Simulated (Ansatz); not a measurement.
Consider NaCl in the rock salt structure (space group Fm-3m, No. 225).

```
NaCl
1.0
    0.00000     2.84782     2.84782
    2.84782     0.00000     2.84782
    2.84782     2.84782     0.00000
Cl Na
1 1
Cartesian
  0.00000   0.00000   0.00000
  2.84782   2.84782   2.84782
```

Cartesian axes are those of the cell as printed.

Method: PBE (Ansatz, a first-principles code), spin-orbit coupling left out, earlier PAW set.

Before the change:

```
Item                                 Value
---------------------  -------------------
Band gap                           5.00 eV
Valence-band top at Γ  0.00, 0.00, 0.00 eV
```

Now apply this change: a free-standing slab of 4 layers (8 atoms, 2 a layer) is cut normal to the z axis, with 15 Å of vacuum and the in-plane cell held at bulk.

### Question
What happens to the excess energy per area of both faces?

### Answer
The excess energy per area of both faces (slab less bulk energy over the cell's area: twice a surface energy) comes out as 0.29 J/m².

### Question
Estimate the effect on the band gap.

### Answer
The band gap drops by 0.023 eV (5.00 eV → 4.97 eV).

### Question
What does the calculation give for the valence-band top at Γ after the change?

### Answer
The valence-band top at Γ (three highest levels, from the VBM) goes from 0.00, 0.00, 0.00 eV to 0.00, 0.00, -0.07 eV.

### Question
Predict the new gap character.

### Answer
The gap character amounts to direct at Γ.

Slab and bulk use different k-meshes, which limits the precision of the excess energy. Whether these cells are dynamically stable was not tested. k-point labels follow each cell's own Brillouin zone.
